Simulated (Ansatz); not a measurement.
The starting structures come from a database of crystals and need not be the phases stable at ambient conditions.

## Evanescent states of MgI₂ (P-3m1, CdI2 type, not sure to be the ambient phase, 3 atoms a cell, 33.5 Å³ an atom) along the normal of (110)

Level of theory: r2SCAN (plane waves, PAW; Ansatz, an electronic-structure program).

The gap is the functional's own. No spin-orbit coupling. Mid-gap values are interpolated on the energy grid.

Energies count from the valence-band top; κ is the least over a 6×4 mesh across the current.

```tsv
E (eV)	κ (1/Å)	where
0.10	0.098	Γ
0.30	0.143	Γ
0.50	0.173	Γ
0.70	0.195	Γ
0.90	0.211	Γ
1.10	(withheld)	Γ
1.30	(withheld)	Γ
1.50	(withheld)	Γ
1.70	(withheld)	Γ
1.90	(withheld)	Γ
2.10	(withheld)	Γ
2.30	(withheld)	Γ
2.50	(withheld)	Γ
2.70	(withheld)	Γ
2.90	(withheld)	Γ
3.10	(withheld)	off Γ
3.30	0.212	off Γ
3.50	0.191	off Γ
3.70	0.163	off Γ
3.90	0.125	off Γ
4.10	0.053	off Γ
```

Task: Some entries are withheld; supply them.

Result: 
- 1.10, κ (1/Å): 0.224
- 1.30, κ (1/Å): 0.234
- 1.50, κ (1/Å): 0.242
- 1.70, κ (1/Å): 0.247
- 1.90, κ (1/Å): 0.251
- 2.10, κ (1/Å): 0.253
- 2.30, κ (1/Å): 0.253
- 2.50, κ (1/Å): 0.252
- 2.70, κ (1/Å): 0.248
- 2.90, κ (1/Å): 0.244
- 3.10, κ (1/Å): 0.229
